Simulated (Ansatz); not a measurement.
Thermal properties of Au (fcc (Cu type), Fm-3m) at 300 K from quasi-harmonic lattice dynamics in Ansatz (plane waves, PAW), for several functionals and conditions. The first row is the reference, at zero pressure. Spin-orbit coupling is not included.

| run | q mesh / k mesh | V (Å³/atom) | α_L (10⁻⁶/K) | bulk modulus B_T (GPa) | γ | C_P (J/mol/K) |
|---|---|---|---|---|---|---|
| PBEsol | 4×4×4 / 16×16×16 | 17.27 | 17.1 | 155 | 3.35 | 26.0 |
| PBEsol, coarser phonon mesh (3×3×3) | 3×3×3 / 15×15×15 | 17.25 | ? | ? | 3.27 | 26.0 |
| LDA | 4×4×4 / 16×16×16 | 16.81 | 15.5 | 175 | 3.32 | 25.9 |

Question: Some entries are withheld; supply them.

Answer: 
- PBEsol, coarser phonon mesh (3×3×3), α_L (10⁻⁶/K): 16.6
- PBEsol, coarser phonon mesh (3×3×3), bulk modulus B_T (GPa): 156

The crystal is held in this phase throughout; melting and phase transitions are not modelled.

The PAW data sets were generated under PBE and serve the other functionals too.

Ansatz is a program for electronic structure.
